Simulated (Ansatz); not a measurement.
# BeTe under a change: biaxial strain −2.64 %, plane normal [110], relaxed out of plane

The reference is BeTe in the zinc blende structure (space group F-43m, No. 216; a = 5.657 Å). Axes: x, y, z lie along the cube axes.

Modification: biaxial strain −2.64 %, plane normal [110], relaxed out of plane (Cartesian); in-plane vectors clamped, the third vector and the atoms free.

All numbers come from r2SCAN (Ansatz, a first-principles code), scalar-relativistic without spin-orbit coupling. Settings: 10×10×10 k-points, 0.05 eV Fermi–Dirac smearing.

The volume per atom drops by 0.88 Å³, from 22.63 Å³ to 21.75 Å³ and the space group changes from F-43m (No. 216) to Imm2 (No. 44). The shortest interatomic distance shrinks by 0.048 Å, from 2.450 Å to 2.402 Å and the energy rises by 14 meV/atom. The pressure (mean of the normal stresses, compression positive) goes from zero to 2.59 GPa and the band gap shrinks by 0.45 eV (2.38 eV → 1.93 eV). The gap character is indirect, Γ → X and the valence-band top at Γ (three highest levels, from the VBM) goes from 0.00, 0.00, 0.00 eV to 0.00, -0.08, -0.34 eV. The out-of-plane strain comes out as +1.38 % and the ratio −ε⊥/ε∥ amounts to 0.52. The mean in-plane stress (compression positive) amounts to +3.9 GPa.

With Te present, leaving out spin-orbit coupling can change the band edges. No phonon test of stability was made. Labels are those of the standard path for the cell's own space group.
